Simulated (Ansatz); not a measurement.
ScSi (Cmcm, No. 63; cell taken from a computed entry)

Computed with PBEsol in Ansatz (plane waves, PAW).

Run with plane-wave cutoff 500 eV, 10×10×12 k mesh (along the axes of the cell as run), Fermi–Dirac smearing 0.05 eV, scalar-relativistic PAW data made under PBE.

Cell (relaxed at this level):

```cif
data_Sc2Si2
_chemical_formula_sum 'Sc2 Si2'
_space_group_name_H-M_alt 'P 1'
_space_group_IT_number 1
_cell_length_a 5.29220
_cell_length_b 5.29220
_cell_length_c 3.63924
_cell_angle_alpha 90.000
_cell_angle_beta 90.000
_cell_angle_gamma 136.191
loop_
_space_group_symop_operation_xyz
  'x, y, z'
loop_
_atom_site_label
_atom_site_type_symbol
_atom_site_fract_x
_atom_site_fract_y
_atom_site_fract_z
_atom_site_occupancy
Sc1 Sc 0.13895 0.86105 0.25000 1
Sc2 Sc 0.86105 0.13895 0.75000 1
Si1 Si 0.41847 0.58153 0.25000 1
Si2 Si 0.58153 0.41847 0.75000 1
```

For ScSi (Cmcm, No. 63; cell taken from a computed entry), the band gap comes out as zero (no gap).

Note: the relaxation could not lower the start's symmetry, so the cell can be a saddle point above a distorted one.

It cost roughly 90 core-seconds of CPU time.

Ansatz is an electronic-structure program.
